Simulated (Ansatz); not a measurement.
Consider SrTiO3 (space group I4/mcm, No. 140; a = 5.487 Å, c = 7.809 Å).

Calculations: Ansatz (a quantum-chemistry and plane-wave program), PBEsol, PAW, cutoff 420 eV, no spin-orbit coupling.

Before the change:

- Gap character = indirect, Γ–X (29 % along) → Γ
- Band gap = 1.97 eV
- Shortest interatomic distance = 1.949 Å

Now apply this change: cell and atoms relaxed at a pressure of 5 GPa.

Q: What does the calculation give for the gap character after the change?

A: The gap character stays indirect, Γ–X (29 % along) → Γ.

Q: What happens to the band gap?

A: The band gap increases by 0.08 eV (1.97 eV → 2.05 eV).

Q: What happens to the shortest interatomic distance?

A: The shortest interatomic distance shrinks by 0.0156 Å (1.949 Å → 1.934 Å).

Load acts through the strain it causes; cell and atoms are relaxed under it. Whether these cells are dynamically stable was not tested. Competing high-pressure phases were not computed. The final runs are not spin-polarised. This is not the structure that SrTiO3 has at room temperature and ambient pressure.
